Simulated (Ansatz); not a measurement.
```
CELL_PARAMETERS angstrom
      0.00000     3.04336     3.04336
      3.04336     0.00000     3.04336
      3.04336     3.04336     0.00000
ATOMIC_POSITIONS crystal
  In 0.75000 0.75000 0.75000
  As 0.00000 0.00000 0.00000
```

At this level the gap is small or closed, and a narrow smearing was used. 

Q: List the harmonic phonon frequencies (cm⁻¹; finite displacements on a 6×6×6 mesh, DFT at the PBEsol level (Ansatz, a first-principles code), k mesh 12×12×12, fermi-dirac smearing of 0.03 eV) at q = (0.167, -0.500, -0.333), (0.000, 0.333, -0.333), (0.167, 0.333, -0.500), in fractions of this cell's reciprocal vectors. At Γ leave out the LO-TO shift.

A: 
- (0.167, -0.500, -0.333): 58, 67, 150, 180, 210, 219
- (0.000, 0.333, -0.333): 51, 73, 142, 183, 208, 221
- (0.167, 0.333, -0.500): 55, 64, 126, 194, 208, 219

The PAW data sets were generated under PBE and serve the other functionals too.
